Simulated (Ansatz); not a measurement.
Checking a run of Ansatz (a quantum-chemistry and plane-wave program) on Mg6TiSi (Amm2, 8 atoms in the cell). The aim is a self-consistent single point with DFT, PBEsol, plane waves, default PAW files made with PBE.

Cell that was meant: a = 5.0126 Å, b = 6.2043 Å, c = 6.2043 Å, α = 56.30°, β = 90.00°, γ = 90.00°.

Part of the input:

Ansatz 0.2 input:
```yaml
    - { symbol: Ti, position_ang: [2.506300, -0.000000, 1.897781], spin: 1.0 }
    - { symbol: Si, position_ang: [2.506300, -0.000000, 7.305132] }
basis:
  ecutwfc: 40
kpoints:
  mp_grid: { grid: [4, 4, 4] }
hamiltonian:
```

The program printed (abridged):

```
   [... lines left out ...]
PAW frozen core: Si, regenerated for the run's functional, and the local potential with it
Initial density: superposition of atomic densities (chi_scale 0.1, normalization cell, long waves kept (reshape's long-wave potential 0.01 eV rms))
Starting moments: Σ|m| = 1 μB on 1 of 8 sites
Initial wavefunctions: pseudopotential atomic-orbital guess
Eigensolver: davidson
Functional: x = pbesol(κ = 0.804, μ = 0.12345679012345678), c = pbesol(β = 0.046)
SCF iter   1: F=—  HF=-11927.046122 eV  |F-HF|=—  |Δ(HF+E_count)|=         —  Δρ=7.33e-1 (↑7.33e-1 ↓7.26e-1)  dr2=2.66e3  dr2_m=4.70e-1  M=0.090 μB ∫|m|=0.116 μB  β_m=0.30  ethr=3.10e-3  ⟨swp⟩=1.0  Hψ=3868  notcnv=0
Mixer restart at iter 1: flushing history
all-band conjugate gradients solve this SCF's bands
preconditioner: auto → none
   [... lines left out ...]
SCF iter  20: F=—  HF=-9154.851943 eV  |F-HF|=—  |Δ(HF+E_count)|=   2.63e-9  S|Δr|=    0.00e0  Δρ=4.02e-7 (↑3.88e-7 ↓4.02e-7)  dr2=4.48e-11  dr2_m=2.19e-10  M=-0.000 μB ∫|m|=0.000 μB  β_m=0.69  ethr=1.31e-12  ⟨swp⟩=2.0  Hψ=3475  notcnv=0
SCF iter  21: F=-9154.851943 eV  HF=-9154.851943 eV  |F-HF|=1.09e-11  |Δ(HF+E_count)|=  5.75e-10  S|Δr|=    0.00e0  Δρ=7.98e-8 (↑7.98e-8 ↓7.79e-8)  dr2=8.42e-12  dr2_m=7.93e-12  M=-0.000 μB ∫|m|=0.000 μB  ethr=1.00e-12  ⟨swp⟩=2.0  Hψ=3545  notcnv=0
SCF 1 converged in 21 iterations: F = -9154.851943 eV  dr2 = 8.42e-12
WARN: the starting moments were not kept: the SCF closed with an absolute magnetisation of 5.9e-6 μB, where they sum to 1 μB in size (1 site) …
   [... lines left out ...]
Absolute magnetization: 0.0000 μB (∫|ρ↑−ρ↓|, with the PAW one-centre terms)
Free energy (F): -9154.851943 eV
Fermi energy:    16.669360 eV
   [... lines left out ...]
--- Stress (GPa, compression-positive) ---
    -1976.651347       0.000000       0.000000
        0.000000   -1970.557165       0.000000
        0.000000       0.000000   -1976.679505
  P = ⅓ Tr σ = -1974.6293 GPa (-19746.293 kbar)
  The stress holds no Pulay correction (an occupied level lies too near the plane-wave cutoff): it is that at fixed plane waves, as pw.x and ABINIT print it
```

### Question
Is anything amiss in this input, and did it matter?

### Answer
The run is not sound. The fault is this: a cutoff meant in Ry typed as a bare number, read as eV. A bare number is read in the key's own unit, and eV, Ry (13.6 eV) and Ha (27.2 eV) lie far apart, so the setting ends up far from the one that was meant. To fix it, convert the value to the unit that the key expects. The run converged in 21 iterations without an error; against the sound input the free energy rises by 677 eV/atom, the pressure goes from -1.24 to -1975 GPa, the largest force goes from 0.081 to 4.498 eV/Å and the size of the net moment goes from 0.10 to 0.00 μB/atom.

An input that runs soundly differs in these lines (not the only fix; some lines may just follow from the change or write a value another way):
```diff
-  ecutwfc: 40
+  ecutwfc: 420.0 eV
```

With that input, the run converged in 19 iterations: free energy E − TS (on the zero of these files) -14567.0950 eV; Fermi level (on the code's own zero) 7.24 eV; pressure -1.24 GPa; largest force (vector length) 0.081 eV/Å; size of the cell's spin moment 0.82 μB (DFT, PBEsol, plane waves, default PAW files made with PBE).

On the sound input: the starting cell comes from a database of computed structures (which also holds hypothetical and non-ambient phases and stackings), without a prior relaxation at this level. With one magnetic atom in the cell only a parallel order is possible. Ansatz's pressure includes its estimate of the finite-basis (Pulay) stress.
